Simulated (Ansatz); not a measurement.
Fermi-surface data of Cr₂AlC under load (space group P6_3/mmc)

Input:

```yaml
crystal:
  lattice:
    - [2.80438, 0.00000, 0.00000]
    - [-1.40219, 2.42866, 0.00000]
    - [0.00000, 0.00000, 12.54597]
  atoms:
    - { symbol: Al, position: [0.66667, 0.33333, 0.25000] }
    - { symbol: Al, position: [0.33333, 0.66667, 0.75000] }
    - { symbol: Cr, position: [0.33333, 0.66667, 0.41527] }
    - { symbol: Cr, position: [0.66667, 0.33333, 0.58473] }
    - { symbol: Cr, position: [0.66667, 0.33333, 0.91527] }
    - { symbol: Cr, position: [0.33333, 0.66667, 0.08473] }
    - { symbol: C, position: [0.00000, 0.00000, 0.50000] }
    - { symbol: C, position: [0.00000, 0.00000, 0.00000] }
```

Calculation: PBEsol, rigid bands (plane waves, PAW, scalar-relativistic; Ansatz, a quantum-chemistry and plane-wave program). Condition of this run: hydrostatic pressure 2 GPa (the target of the relaxation). How the cell was made: cell and atoms relaxed with PBEsol, then loaded as said.

The density of states at the Fermi level is 5.62 states/(eV·cell), both spins, the bare Sommerfeld coefficient is 1.66 mJ/(mol of atoms·K²) and the drude plasma energy is 4.6 (x), 4.6 (y), 2.5 (z) eV. The root-mean-square Fermi velocity is 3.1e5 m/s and the resistivity times τ is 23 (x), 23 (y), 78 (z) ×10⁻²² Ω·m·s.

A metal at this level (no band gap); rigid bands, thermally averaged at 300 K, both spins. Spin-orbit coupling is left out. τ is one relaxation time for all states.

Computed structure with no diffraction record at hand here (it may be known, metastable or hypothetical): Cr2AlC under load (space group P6_3/mmc). Treated as nonmagnetic (a ferromagnetic start lost its moment, other orders weren't tried): Cr2AlC under load (space group P6_3/mmc).
